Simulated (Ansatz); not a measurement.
## Sn: tensor shear ε_xy = +0.29 %

Take Sn in the diamond structure (space group Fd-3m, No. 227; a = 6.566 Å) as the base. Axes: x, y, z lie along the cube axes.

It is then changed as follows: a pure shear with ε_xy = ε_yx = 0.0029, atoms relaxed at fixed cell.

Calculations: r2SCAN (Ansatz, a program for electronic structure; PAW; 500 eV plane waves; no SOC). Settings: 12×12×12 k-points, 0.05 eV Fermi–Dirac smearing.

```json
[
 {"quantity": "volume per atom", "base": "35.39 Å³", "changed": "35.39 Å³", "shift": "0.00 Å³"},
 {"quantity": "space group", "base": "Fd-3m (No. 227)", "changed": "Imma (No. 74)", "shift": "–"},
 {"quantity": "shortest interatomic distance", "base": "2.843 Å", "changed": "2.841 Å", "shift": "-0.002 Å"},
 {"quantity": "energy relative to the base (free energy F)", "base": "0 meV/atom", "changed": "+0.1 meV/atom", "shift": "+0.1 meV/atom"},
 {"quantity": "pressure (mean of the normal stresses, compression positive)", "base": "0.0 GPa", "changed": "0.0 GPa", "shift": "0.0 GPa"},
 {"quantity": "band gap", "base": "zero", "changed": "zero", "shift": "–"},
 {"quantity": "valley order (the lowest conduction-band minima on the path, energy above the VBM, named in the base's zone)", "base": "–", "changed": "Γ 0.02 eV; L along [1-11] 0.03 eV; L along [111] 0.08 eV; a point along [001], about 0.7 Å⁻¹ from Γ 0.78 eV", "shift": "–"},
 {"quantity": "stress (xx, yy, zz, yz, xz, xy; compression positive) (rough)", "base": "–", "changed": "(0.0, 0.0, 0.0, 0.0, 0.0, -0.2) GPa", "shift": "–"}
]
```

Without a gap, meshes like the base's 12×12×12 leave anisotropic stresses uncertain by several tenths of a GPa, and small strain energies with them. The cells carry an imposed strain or load. Whether these cells are dynamically stable was not tested. Gaps under 0.05 eV, about the width of the smearing, are given as zero.
